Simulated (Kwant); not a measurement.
Model system: quantum point contact (saddle potential) in a In0.53Ga0.47As two-dimensional gas. Effective mass 0.041 mₑ, grid spacing 15 nm, hard walls, nominal width 300 nm (19 grid rows, so walls 300 nm apart), one parabolic valley, scattering region 900 nm long along x; energies count from the band bottom; Fermi energy 0.00185 eV. Potential (V0 + ½k y²) cos²(πx/L) for |x| < L/2, with V0 swept from 0.0019425 to 0 eV, k = 2.8e-07 eV/nm², L = 410 nm.

Constants are typed, rounded textbook-type inputs, not results; the design itself was drawn at random and stands for no fabricated device.

Computed with Kwant: effective-mass tight-binding model on a square grid, one spin, coherent transport at 0 K. Conductance is in e²/h.

Density of the scattering states that come in from the left lead, at gate = 0.00047859 eV, in bins, relative to the largest site value (x marks bins outside the device):

```
|::::..   :--:...                            |
|*%#*+=: :+%%*+=-:.                          |
|%@%#*+-.:*@@#*#*=-.               ...       |
|++====-..=*+-=*#+=:...          ............|
|::..:::..:-:.:=++=-:::......................|
|:---::...-==-::------::::...................|
|+*#*+-..:+#%*=-:.::----:::.......     ......|
|*##**+: :*%%*+=-::::::::::......          . |
|*+--++: :++=-===--:::::........             |
|+-..++: .=-..:=+=-::...........             |
|*+--++: :++=-===--:::::........             |
|*##**+: :*%%*+=-::::::::::......          . |
|+*#*+-..:+#%*=-:.::----:::.......     ......|
|:---::...-==-::------::::...................|
|::..:::..:-:.:=++=-:::......................|
|++====-..=*+-=*#+=:...          ............|
|%@%#*+-.:*@@#*#*=-.               ...       |
|*%#*+=: :+%%*+=-:.                          |
|::::..   :--:...                            |
```
Scale: ten equal steps from 0.002 (start of ' ') to 1.00 (end of '@'), in the order ' .:-=+*#%@'; x runs from -425 to 425, y from -129 (bottom) to 129 (top).

The conductance there is 1.99 e²/h with 4 open channel(s) in the leads.
